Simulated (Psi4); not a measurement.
Psi4 1.11, BP86/def2-svp: Ti(NH)(NH2)2 ([NH]=[Ti]([NH2])[NH2]), 9 atoms. The geometry is a generated start, not checked to be a minimum at this level.

task: energy
method: bp86
basis: def2-svp
memory: 3 GB
maxiter: 100
keys of the molecule block: symmetry c1
scf_type: df (default)
guess: auto, which took SAD (default)
scf_initial_accelerator: adiis (default)
e_convergence: 1e-06 (default)
d_convergence: 1e-06 (default)
dft_radial_points: 75 (default)
dft_spherical_points: 302 (default)
basis functions: 98
grid points: 195839

```xyz
9

Ti     0.7747    -0.0825    -0.5530
N     -0.0680    -1.3690    -1.2869
H     -0.9377    -1.9091    -1.2916
N      0.9285    -0.4722     1.2851
H      0.4529    -1.2876     1.6804
H      0.8489     0.2950     1.9595
N     -0.3016     1.4676    -0.7066
H     -0.5300     1.9615     0.1635
H     -1.1676     1.3963    -1.2503
```

Charge 0 and multiplicity 1 are set for this test and not shown to be the ground state.

One run each on 2 threads. Values of diis_max_vecs tried: 3, 6, 10 (default), 20.

Task: Predict the course of the SCF iterations along this series.

Result: Fewest SCF iterations, within one of each other: 6 with 14, 10 (default) with 13, 20 with 13. The run ends without SCF convergence in 100 iterations at 3.

```json
[
 {"diis_max_vecs": "3", "SCF iterations": "100", "end": "no convergence"},
 {"diis_max_vecs": "6", "SCF iterations": "14", "end": "same solution"},
 {"diis_max_vecs": "10 (default)", "SCF iterations": "13", "end": "same solution"},
 {"diis_max_vecs": "20", "SCF iterations": "13", "end": "same solution"}
]
```
